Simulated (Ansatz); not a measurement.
# A computed series for SiO2: response to strain

The reference is SiO₂ in the rutile structure (space group P4_2/mnm, No. 136; a = 4.236 Å, c = 2.690 Å).

Strains are applied to the cell and any free atomic positions relax.

Computed with PBE/PAW in Ansatz (an electronic-structure program), no spin-orbit coupling.

Notes on the quantities. pressure: mean of the normal stresses, compression positive.

```json
[
 {"isotropic strain (%)": "0", "pressure (GPa)": "0.0"},
 {"isotropic strain (%)": "0.6", "pressure (GPa)": "?"},
 {"isotropic strain (%)": "1.2", "pressure (GPa)": "-9.1"},
 {"isotropic strain (%)": "1.8", "pressure (GPa)": "-13.1"},
 {"isotropic strain (%)": "2.4", "pressure (GPa)": "-16.8"},
 {"isotropic strain (%)": "3", "pressure (GPa)": "-20.1"}
]
```

Q: Fit P = P₀ − Bδ + Cδ² with δ = (1 + ε)³ − 1 to the rows shown and predict the withheld row.

A: Least squares on the printed values gives P₀ = 0.0 GPa, B = 270 GPa (at held cell shape), C = 578 GPa (largest residual 0.0 GPa); this predicts -4.7 GPa, and the run gives -4.8 GPa, in agreement.

Whether these cells are dynamically stable was not tested.
